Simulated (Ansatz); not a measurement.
System: ZnSe (model structure, started from the BeO type, P4₂/mnm, No. 136, 8 atoms in the cell). Method: PBEsol (PAW; Ansatz, an electronic-structure program).

Numerical settings: plane-wave cutoff 520 eV, 6×6×10 k mesh (along the axes of the cell as run), Fermi–Dirac smearing 0.01 eV, scalar-relativistic PAW data made under PBE.

Cell (relaxed at this level):

```xyz
8
Lattice="6.8602 0.0000 0.0000 0.0000 6.8602 0.0000 0.0000 0.0000 4.0014" Properties=species:S:1:pos:R:3 pbc="T T T"
Zn     2.2359     4.6243     0.0000
Zn     4.6243     2.2359     0.0000
Zn     5.6660     5.6660     2.0007
Zn     1.1942     1.1942     2.0007
Se     2.1530     2.1530     0.0000
Se     4.7071     4.7071     0.0000
Se     1.2771     5.5831     2.0007
Se     5.5831     1.2771     2.0007
```

Q: Predict the band gap and bulk modulus.

A: 
band gap: 1.39 eV (on the SCF k mesh)
bulk modulus: 58.5 GPa

Note: the bulk modulus is −V dP/dV from two relaxed cells at ±2 % in volume; the relaxation could raise the start's symmetry but not lower it, so the cell can be a saddle point.

Spin–orbit coupling is not included.

Static lattice: no zero-point or thermal effects.

A model structure was made by putting elements into a prototype or built by hand; it is no filed structure, need not be a known phase, and can be a saddle point held by its symmetry.
